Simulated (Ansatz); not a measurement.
Data:

```yaml
crystal:
  lattice:
    - [0.00000, 2.67352, 2.67352]
    - [2.67352, 0.00000, 2.67352]
    - [2.67352, 2.67352, 0.00000]
  atoms:
    - { symbol: Si, position: [0.25000, 0.25000, 0.25000] }
    - { symbol: Si, position: [0.00000, 0.00000, 0.00000] }
```

All values below come from PBEsol with spin-orbit coupling, rigid bands (plane waves, PAW; Ansatz, a quantum-chemistry and plane-wave program). Condition of this run: hydrostatic pressure 5 GPa (the target of the relaxation). Geometry: cell and atoms relaxed with PBEsol, then loaded as said.

Task: What conductivity effective mass do dilute holes have at 300 K?

Result: 0.35 mₑ.

Task: Predict the electron conductivity mass (n e² τ/σ) at 300 K, by direction if it differs.

Result: 0.28 mₑ.

Task: And the band gap?

Result: 0.36 eV at this level; semilocal functionals usually fall short of the measured gap.

Rigid bands, one relaxation time for all states, no polarons.
